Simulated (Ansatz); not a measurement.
Take SrTiO3 in the cubic perovskite structure (space group Pm-3m, No. 221; a = 3.8542 Å) as the base. Axes: x, y, z lie along the cube axes.

One thing is altered: tensile biaxial strain of 1.00 % in the plane normal to [111], as in epitaxy on a mismatched substrate; the out-of-plane cell vector and the atoms relax.

Computed with LDA, PAW, 420 eV (Ansatz, a first-principles code; spin-orbit coupling left out).

Problem. Give the band edges at the high-symmetry points of the new zone, measured from its valence-band maximum.

Solution. 
```json
[
 {"point": "Γ", "valence edge (eV)": "-0.29", "conduction edge (eV)": "1.77"},
 {"point": "L", "valence edge (eV)": "-0.69", "conduction edge (eV)": "2.00"},
 {"point": "T", "valence edge (eV)": "0.00", "conduction edge (eV)": "4.58"},
 {"point": "P₀", "valence edge (eV)": "0.00", "conduction edge (eV)": "4.58"},
 {"point": "P₂", "valence edge (eV)": "0.00", "conduction edge (eV)": "4.58"},
 {"point": "F", "valence edge (eV)": "-0.11", "conduction edge (eV)": "3.88"}
]
```

The gap is 1.77 eV, indirect, T → Γ.

Whether these cells are dynamically stable was not tested. All final runs are without spin polarisation. Many cubic perovskites are stable only at high temperature; tilts and polar distortions were not tested. k-point labels follow each cell's own Brillouin zone.
